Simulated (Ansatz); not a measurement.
## A computed series for HfN: pressure series

Take HfN in the rock salt structure (space group Fm-3m, No. 225; a = 4.5479 Å) as the base.

Cell and atoms are relaxed at each pressure.

Calculations: DFT with PBE, PAW potentials and a 420 eV plane-wave cutoff in Ansatz (a program for electronic structure), no SOC.

Notes on the quantities. enthalpy: H = E + PV relative to the base's energy.

```tsv
case	enthalpy	density
base	–	13.59 g/cm³
pressure −2 GPa	-0.15 eV/atom	13.49 g/cm³
pressure −1 GPa	-0.07 eV/atom	13.54 g/cm³
pressure 0.3 GPa	+0.02 eV/atom	13.61 g/cm³
pressure 0.7 GPa	+0.05 eV/atom	13.63 g/cm³
pressure 1.5 GPa	+0.11 eV/atom	13.67 g/cm³
pressure 3 GPa	+0.22 eV/atom	13.74 g/cm³
pressure 5 GPa	+0.36 eV/atom	13.84 g/cm³
pressure 7.5 GPa	+0.54 eV/atom	13.96 g/cm³
pressure 10 GPa	+0.72 eV/atom	14.08 g/cm³
```

Load acts through the strain it causes; cell and atoms are relaxed under it. Whether these cells are dynamically stable was not tested. No other phases were tried under pressure. The final runs are not spin-polarised. An odd electron count without spin: HfN.
